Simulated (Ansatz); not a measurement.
## Fermi-surface data of RuSi (P4/mmm)

```
RuSi
1.0
    2.91495     0.00000     0.00000
    0.00000     2.91495     0.00000
    0.00000     0.00000     2.90771
Si Ru
1 1
Cartesian
  1.45748   1.45748   1.45386
  0.00000   0.00000   0.00000
```

Method: PBEsol, rigid bands (plane waves, PAW, scalar-relativistic; Ansatz, a quantum-chemistry and plane-wave program). Condition of this run: biaxial stress xx = yy = -1 GPa (compression positive) (the target of the relaxation). How the cell was made: cell and atoms relaxed with PBEsol, then loaded as said.

```
Item                                                              Result
------------------------------------  ----------------------------------
density of states at the Fermi level  0.256 states/(eV·cell), both spins
bare Sommerfeld coefficient                    0.30 mJ/(mol of atoms·K²)
Drude plasma energy                                               5.8 eV
root-mean-square Fermi velocity                                1.1e6 m/s
resistivity times τ                                    14.6 ×10⁻²² Ω·m·s
```

A metal at this level (no band gap); rigid bands, thermally averaged at 300 K, both spins. Spin-orbit coupling is left out. τ is one relaxation time for all states.

Computed structure, not matched to a measured one here, so possibly hypothetical: RuSi (P4/mmm).
